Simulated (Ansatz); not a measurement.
CdSnAs2 (R-3m, No. 166, 4 atoms in the cell; start mp-1226747) was calculated with r²SCAN (plane waves, PAW; Ansatz, an electronic-structure program).

Input file:

Ansatz 0.2 input:
```yaml
crystal:
  lattice:
    - [1.9863285232, 1.146807471, 6.5176172325]
    - [-1.9863285232, 1.146807471, 6.5176172325]
    - [0.0, -2.2936144517, 6.5176173188]
  atoms:
    - { symbol: Cd, position: [0.5, 0.5, 0.5] }
    - { symbol: Sn, position: [0.0, 0.0, 0.0] }
    - { symbol: As, position: [0.2496680593, 0.2496680593, 0.2496680593] }
    - { symbol: As, position: [0.7503319407, 0.7503319407, 0.7503319407] }
basis:
  ecutwfc: 560
  ecutrho_ratio: 4
  xc_grid: 3
kpoints:
  mp_grid: { grid: [16, 16, 16] }
hamiltonian:
  xc: r2scan
  dispersion: none
  pseudopotentials: { kind: paw }
scf:
  occupations: { method: fermi_dirac, width: 0.05 }
  convergence: { dr2_threshold: 0.0000000004 }
output:
  forces: true
  stress: true
  eigenvalues: true
```

Excerpt of the program's output:

```
Crystal: 4 atoms, lattice volume = 89.080 Å³
Basis set: ecut = 560 eV, 2713 PW (Γ), FFT grids on a1−a3, a2−a3, a3, exchange–correlation on 96×96×162 points (27 copies of the dense FFT grid, shifted against one another)
Bands: 39, of which v1, the nominal top of the filled ones, is band 32 counted from 1 (31 counted from 0)
Symmetry: 12 space group operations
Space group: R-3m (ITA 166), of the structure as read, at distance tolerance 4.5e-5 Å
k-points: 417 of 4096
Functional: x = r2scan, c = r2scan; τ floored in thin density (d = 2e-4 eV/Å³)
SCF iter   1: F=—  HF=-24036.036036 eV  |F-HF|=—  |Δ(HF+E_count)|=         —  Δρ=5.50e-3  dr2=2.39e-2  dr2_τ=1.16e-2
SCF iter   2: F=—  HF=-24036.067187 eV  |F-HF|=—  |Δ(HF+E_count)|=   3.12e-2  Δρ=3.37e-3  dr2=9.46e-3  dr2_τ=4.11e-4
  ...
SCF iter   9: F=—  HF=-24036.067134 eV  |F-HF|=—  |Δ(HF+E_count)|=  3.64e-12  Δρ=5.66e-7  dr2=9.37e-10  dr2_τ=4.75e-12
SCF iter  10: F=-24036.067134 eV  HF=-24036.067134 eV  |F-HF|=1.27e-10  |Δ(HF+E_count)|=  5.82e-11  Δρ=2.99e-7  dr2=1.77e-10  dr2_τ=3.16e-12
SCF 1 converged in 10 iterations: F = -24036.067134 eV  dr2 = 1.77e-10
SCF converged after 10 iterations
Free energy (F): -24036.067134 eV
Internal energy: -24036.048637 eV  (E = F + TS)
E sigma→0 (E₀):  -24036.057886 eV
Fermi energy:    11.413003 eV
--- Forces (eV/Å), atoms counted from 1 ---
  atom   1  Cd     0.00000000     0.00000000     0.00000000
  atom   2  Sn    -0.00000000    -0.00000000     0.00000000
  atom   3  As     0.00000000     0.00000001     0.20332990
  atom   4  As     0.00000000    -0.00000001    -0.20332990
--- Stress (GPa, compression-positive) ---
        1.636884       0.000000       0.000000
        0.000000       1.636884      -0.000000
        0.000000      -0.000000       1.629738
  P = ⅓ Tr σ = 1.6345 GPa (16.345 kbar)
```

The PAW data were made under PBE.

Note: cell and atoms aren't relaxed at this level (largest force component 0.20 eV/Å, pressure 1.6 GPa).

A start named mp-… is a Materials Project structure, which need not be a measured phase.
